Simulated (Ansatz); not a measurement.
For Ge (P6₃/mmc, No. 194, 8 atoms in the cell; start mp-1091415; another form than the element's usual one), PBEsol in Ansatz (plane waves, PAW) gives:

```
Item                                   Value
------------------------------  ------------
equilibrium lattice constant a       4.004 Å
c axis length                       13.146 Å
bulk modulus B0                     67.7 GPa
cohesive energy                 4.15 eV/atom
band gap                             0.01 eV
```

Question: What does r²SCAN (Ansatz, a program for electronic structure, plane waves, PAW) give for the same quantities?

Answer: 
- lattice constant a: 4.004 Å (hardly moves)
- lattice parameter c: 13.153 Å (rises by 0.1 %)
- bulk modulus: 71.2 GPa (increases by 5.2 %)
- cohesive energy: 3.87 eV/atom (falls by 0.28 eV/atom)
- band gap: 0.27 eV (rises by 0.26 eV)

Changes are worked out from the printed values.

Unless a cell is named, each level is at its own relaxed cell (PBEsol 22.81, r²SCAN 22.82 Å³/atom).

Levels without +SOC have no spin–orbit coupling; where heavier elements are present it shifts gaps, mostly down, and can invert bands. Density-functional gaps are differences of (generalised) Kohn–Sham levels.

Caveats: the bulk modulus is −V dP/dV from two relaxed cells at ±2 % in volume (PBEsol, r²SCAN); the relaxation could not lower the start's symmetry, so the cell can be a saddle point above a distorted one (PBEsol, r²SCAN). Ansatz's density-functional and Hartree–Fock values are scalar-relativistic unless marked +SOC, with PAW data made under PBE.

A start named mp-… is a Materials Project structure, which need not be a measured phase.
